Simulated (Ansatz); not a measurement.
Here is the system:

```yaml
crystal:
  lattice:
    - [6.35542, 0.00000, 0.00000]
    - [3.17771, 6.08895, -0.11689]
    - [3.17771, -0.51902, 1.75971]
  atoms:
    - { symbol: Sn, position: [0.00000, 0.00000, 0.00000] }
    - { symbol: S, position: [0.41209, 0.25457, 0.25457] }
    - { symbol: S, position: [0.58791, 0.74543, 0.74543] }
```

Space group of this cell: P-3m1, CdI2 type. The cell was relaxed by PBE-D3(BJ); by PBEsol its mean pressure is -0.6 GPa.

Transport runs along the normal of the first two printed cell vectors, the (111) plane of the conventional cell.

No gap correction and no spin-orbit coupling; mid-gap values are interpolated between computed energies.

Problem. Give the band gap and the smallest decay constant κ at mid-gap that PBEsol (Ansatz, an electronic-structure program) yields.

Solution. Gap 1.13 eV on a 18×18×18 mesh; κ = 0.152 1/Å, at the zone centre.
